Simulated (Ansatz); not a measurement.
Results of r²SCAN+SOC (plane waves, PAW; Ansatz, a first-principles code) for LaN (P6₃mc, No. 186, 4 atoms in the cell; start mp-567290; a measured phase of this formula has another space group).

Numerical settings: plane-wave cutoff 600 eV, 12×12×6 k mesh (along the axes of the cell as run), Fermi–Dirac smearing 0.01 eV, PAW data made under PBE.

Cell (relaxed with PBEsol):

LaN is taken in the hexagonal space group P6₃mc (No. 186), Pearson symbol hP4. Conventional cell: a = 4.115 Å, b = 4.115 Å, c = 5.811 Å, α = 90.00°, β = 90.00°, γ = 120.00°. La on 2b is surrounded by 4 N at 2.421–2.441 Å and 1 N at 3.370 Å (trigonal bipyramidal). N on 2b is surrounded by 4 La at 2.421–2.441 Å and 1 La at 3.370 Å (trigonal bipyramidal). (Neighbours: up to the widest gap in distance over summed covalent radii, below 1.35, at either atom; cation-cation and far metal-metal contacts left out.)

Task: Estimate the band gap, smallest direct gap on the k points sampled and direct gap at Γ that the calculation returns.

Result: 
* **band gap**: 1.39 eV (indirect)
* **smallest direct gap on the k points sampled**: 1.65 eV
* **direct gap at Γ**: 1.87 eV

Note: cell and atoms aren't relaxed at this level (largest force component 0.05 eV/Å, pressure 2.9 GPa).

Static lattice: no zero-point or thermal effects.

The result took around 6 core-minutes (rough).

A start named mp-… is a Materials Project structure, which need not be a measured phase.
